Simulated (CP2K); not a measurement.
Band structure of TiGa5Co (P4/mmm, 7 atoms in the cell).

```xyz
7
Lattice="4.0286 0.0000 0.0000 0.0000 4.0286 0.0000 0.0000 0.0000 6.4418" Properties=species:S:1:pos:R:3 pbc="T T T"
Ti     0.0000     0.0000     0.0000
Ga     0.0000     2.0143     1.9198
Ga     0.0000     2.0143     4.5220
Ga     2.0143     0.0000     1.9198
Ga     2.0143     0.0000     4.5220
Ga     2.0143     2.0143     0.0000
Co     0.0000     0.0000     3.2209
```

Method of the run: LDA (Pade form), GPW, DZVP-MOLOPT-SR-GTH basis, GTH-PADE potentials (GTH_POTENTIALS) run with CP2K 2026.2.

Settings: CUTOFF = 600 Ry; REL_CUTOFF = 40 Ry; SMEAR/METHOD = GAUSSIAN; SIGMA = 0.1 eV; KPOINTS/SCHEME = MONKHORST-PACK 5 5 3; XC_FUNCTIONAL = PADE; Ti/BASIS_SET = DZVP-MOLOPT-SR-GTH; Ti/POTENTIAL = GTH-PADE-q12; Ga/BASIS_SET = DZVP-MOLOPT-SR-GTH; Ga/POTENTIAL = GTH-PADE-q13; Co/BASIS_SET = DZVP-MOLOPT-SR-GTH; Co/POTENTIAL = GTH-PADE-q17; METHOD = GPW; EPS_DEFAULT = 1e-11.

The starting cell comes from a database of computed structures (which also holds hypothetical and non-ambient phases and stackings), without a prior relaxation at this level. Spin polarisation is off. Values carry the incompleteness of an atom-centred basis.

Levels in eV from the Fermi level, bands 44 to 49:
```csv
point,44,45,46,47,48,49
Γ,-1.45,-0.22,-0.09,-0.09,0.41,0.78
X,-1.54,-1.37,0.12,0.14,0.65,1.00
M,-3.02,-1.77,-1.44,-1.18,-1.18,0.22
Z,-1.45,-1.07,-0.28,-0.28,0.41,0.53
R,-1.89,-1.59,-1.19,0.52,0.53,0.63
A,-1.75,-1.46,-1.46,-1.40,-1.04,0.61
```

Bands cross the Fermi level along this path, so the cell is metallic at this level.

Higher empty bands are left out: an atom-centred basis made for the valence describes them poorly.
